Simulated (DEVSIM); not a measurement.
## abrupt Si p-n junction

Device: abrupt Si p-n junction, at 300 K.

| layer (left to right) | material | thickness (μm) | Nd (cm⁻³) | Na (cm⁻³) | τn (s) | τp (s) |
|---|---|---|---|---|---|---|
| 1 | Si | 0.180 | - | 2.5e15 | 2.5e-7 | 2.5e-7 |
| 2 | Si | 290 | 3.6e15 | - | 2.5e-7 | 2.5e-7 |

Left contact: ohmic. Right contact: ohmic. Voltage is applied to the left contact. Recombination: SRH at mid-gap, Auger. Mobility is constant in doping.

Constants are typed, rounded textbook-type inputs, not results; the design itself was drawn at random and stands for no fabricated device. Values at 300 K.

| parameter | Si |
|---|---|
| gap (eV) | 1.124 |
| affinity (eV) | 4.05 |
| permittivity | 11.7 |
| Nc (cm⁻³) | 2.86e19 |
| Nv (cm⁻³) | 3.1e19 |
| μn (cm²/Vs) | 1417 |
| μp (cm²/Vs) | 470 |
| Cn (cm⁶/s) | 2.8e-31 |
| Cp (cm⁶/s) | 9.9e-32 |

Model (solved in DEVSIM): 1D drift-diffusion, Boltzmann statistics, complete ionisation; no tunnelling, impact ionisation, image-force lowering or self-heating.

- Potential step across the device at zero bias = 0.648 V
- Largest field in the device at zero bias = 19000 V/cm
- Dark forward voltage at 1 A/cm² = 0.471 V

Dark reverse current:

| V (V) | J (A/cm²) |
|---|---|
| -0.04 | -1.3e-7 |
| -0.10 | -1.8e-7 |
| -0.20 | -2.2e-7 |
| -0.30 | -2.5e-7 |
| -0.40 | -2.8e-7 |
| -0.60 | -3.3e-7 |
| -0.80 | -3.8e-7 |
| -1.00 | -4.3e-7 |
| -1.30 | -4.9e-7 |
| -1.60 | -5.5e-7 |
| -2.00 | -6.2e-7 |

Small-signal capacitance in reverse bias (quasi-static):

```csv
V (V),C (nF/cm²)
-0.04,19.2
-0.1,18.5
-0.2,17.5
-0.3,16.7
-0.4,16.0
-0.6,14.8
-0.8,13.8
-1,13.0
-1.3,12.0
-1.6,11.2
-2,10.4
```
